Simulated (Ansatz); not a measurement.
**La₂Si (model structure, started from the Ca2N type, R-3m, No. 166, 3 atoms in the cell)**

These are LDA (Ansatz, a quantum-chemistry and plane-wave program, PAW) values and carry that method's errors.

Settings: plane-wave cutoff 520 eV, 16×16×16 k mesh, Fermi–Dirac smearing 0.05 eV, scalar-relativistic PAW data made under PBE.

Cell (relaxed at this level):

```yaml
crystal:
  lattice:
    - [2.47555, 1.42926, 4.14153]
    - [-2.47555, 1.42926, 4.14153]
    - [0.00000, -2.85852, 4.14153]
  atoms:
    - { symbol: La, position: [0.75305, 0.75305, 0.75305] }
    - { symbol: La, position: [0.24695, 0.24695, 0.24695] }
    - { symbol: Si, position: [0.00000, 0.00000, 0.00000] }
```

band gap: zero (no gap)
bulk modulus: 50.2 GPa

Note: the bulk modulus is −V dP/dV from two relaxed cells at ±2 % in volume; the relaxation could raise the start's symmetry but not lower it, so the cell can be a saddle point.

Spin–orbit coupling is not included; it can open a gap where bands touch, and shift volumes and moduli.

The computed numbers hold no vibrational or temperature effects.

A model structure was made by putting elements into a prototype or built by hand; it is no filed structure, need not be a known phase, and can be a saddle point held by its symmetry.
